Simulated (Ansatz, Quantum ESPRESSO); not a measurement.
**LaMg₅ (Cm, 6 atoms in the cell) computed with different codes at matched settings**

Self-consistent single point.

```yaml
crystal:
  lattice:
    - [6.39735, -1.58424, 0.00000]
    - [6.39735, 1.58424, 0.00000]
    - [-1.91517, 0.00000, 7.27625]
  atoms:
    - { symbol: La, position: [0.38684, 0.38684, 0.27096] }
    - { symbol: Mg, position: [0.00986, 0.00986, 0.99191] }
    - { symbol: Mg, position: [0.66230, 0.66230, 0.33893] }
    - { symbol: Mg, position: [0.06305, 0.06305, 0.62084] }
    - { symbol: Mg, position: [0.33273, 0.33273, 0.67755] }
    - { symbol: Mg, position: [0.71190, 0.71190, 0.93315] }
```

Shared settings, as Ansatz (a quantum-chemistry and plane-wave program) writes them: kpoints.mp_grid.grid = 5 5 3; scf.occupations.method = fermi_dirac; scf.occupations.width = 0.1 eV. Potentials and cutoffs stand in the table.

```json
[
 {"code": "Ansatz", "model": "PBEsol, PAW files made with PBE", "pressure (GPa)": "0.93", "largest force (eV/Å)": "0.152", "cutoff": "420 eV"},
 {"code": "Quantum ESPRESSO", "model": "PBEsol, SSSP 1.1.2 efficiency (PBE) pseudopotentials", "pressure (GPa)": "0.97", "largest force (eV/Å)": "0.153", "cutoff": "50 Ry"}
]
```

Size of the force on each atom (eV/Å): Sizes of forces hide their directions.

```json
[
 {"code": "Ansatz", "La1": "0.059", "Mg2": "0.094", "Mg3": "0.050", "Mg4": "0.101", "Mg5": "0.152", "Mg6": "0.026"},
 {"code": "Quantum ESPRESSO", "La1": "0.057", "Mg2": "0.096", "Mg3": "0.051", "Mg4": "0.098", "Mg5": "0.153", "Mg6": "0.028"}
]
```

The spread over the programs that give each value: pressure within 0.04 GPa; largest force within 0.001 eV/Å.

Ansatz's pressure is given at a fixed set of plane waves, as the other plane-wave codes print theirs.

The shared mesh is coarse (it stands for a supercell whose shortest vector is 16 Å), so the values are not converged in it.

The starting cell comes from a database of computed structures (which also holds hypothetical and non-ambient phases and stackings), without a prior relaxation at this level. Its lattice was rescaled by a random factor within 2.5 % of one.

Left out of this page: ABINIT (with a known weakness of the program); CP2K (unsound by tests on forces, stress, charge or solver warnings).

Keys are those of Ansatz 0.2.
